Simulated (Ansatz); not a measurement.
Effect of Li interstitial (started 1.92 Å from the nearest host atom) on Al2O3

The parent structure is a 10-atom supercell of Al$_{2}$O$_{3}$ in the corundum structure (space group R-3c, No. 167; a = 4.758 Å, c = 12.992 Å (hexagonal axes)) at its relaxed geometry.

The change: one Li atom is added in an open site, starting 1.92 Å from the nearest host atom, atoms relaxed at fixed cell, starting from a slightly rattled geometry.

Computed with r2SCAN, PAW, 500 eV (Ansatz, an electronic-structure program; without spin-orbit coupling), earlier PAW set. Settings: 7×7×7 k-points, 0.01 eV Fermi–Dirac smearing.

```csv
quantity,base,changed,shift
pressure,0.0 GPa,24.6 GPa,+24.6 GPa
largest displacement of a host atom from its site in the perfect cell,–,0.47 Å,–
final site of the added atom,–,6 O at 1.86 Å (octahedral),–
```

Final structure:

```xyz
11
Lattice="4.7577 0.0000 0.0000 -2.3789 4.1203 0.0000 0.0000 -2.7469 4.3308" Properties=species:S:1:pos:R:3 pbc="T T T"
Al    -0.0061     2.7436     0.7018
Al    -0.0061    -0.0033     2.1895
Al     2.3728    -1.3766     3.6170
Al     2.3727     1.3701     2.1324
O      1.4493     0.1458     3.2828
O     -0.8628     1.1826     3.2828
O      4.1529    -1.3382     3.2826
O      0.9167     1.2212     1.0407
O      3.2295     0.1837     1.0408
O     -1.7858     2.7052     1.0406
Li    -0.0058    -0.0033    -0.0039
```

Cost of the whole job for the changed cell (relaxation, final SCF and bands): about 26 core-minutes (a rough figure).

Other magnetic orders, which the real material may have, were not ruled out. The cell is small, so the values are those of an ordered compound at a high defect concentration; dilute-limit values will differ. Seeded moments were not kept for Li interstitial (started 1.92 Å from the nearest host atom). The defect cell is spin-polarised and ends with 1.0 μB.
